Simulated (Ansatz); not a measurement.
GaN (P6_3mc): ε∞ = 5.705, static ε₀ = 10.05, effective LO energy 90.9 meV, electron mass 0.193 mₑ (band masses from r2SCAN with spin-orbit coupling, rigid bands (Ansatz, a program for electronic structure), cell and atoms relaxed with r2SCAN; dielectric constants and zone-centre modes from LDA run with Ansatz on its own relaxed cell).

Task: Work out the Fröhlich coupling α = (1/ε∞ − 1/ε₀) √(m Ry/ħω_LO) and what it means for transport at 300 K.

Result: 1/ε∞ − 1/ε₀ = 0.0758 and √(m × 13.606 eV/ħω) = 5.37, so α = 0.407; in weak coupling the polaron mass is about m(1 + α/6). By the iterated Boltzmann equation for weak coupling, the polar-phonon-limited mobility is 2900 cm²/(V·s) at 300 K (18500 at 200 K, 1060 at 400 K).

Model: isotropic Fröhlich coupling of one parabolic band to one effective longitudinal optical (LO) phonon, from the dielectric constants and phonon modes at the zone centre, chosen so that α equals the sum over the polar modes. Acoustic, nonpolar, intervalley and impurity scattering are left out, and they lower the mobility further; with several valleys or bands the averaged mass is a rough stand-in. Semilocal functionals tend to overestimate ε∞, which makes α low and the mobility high.
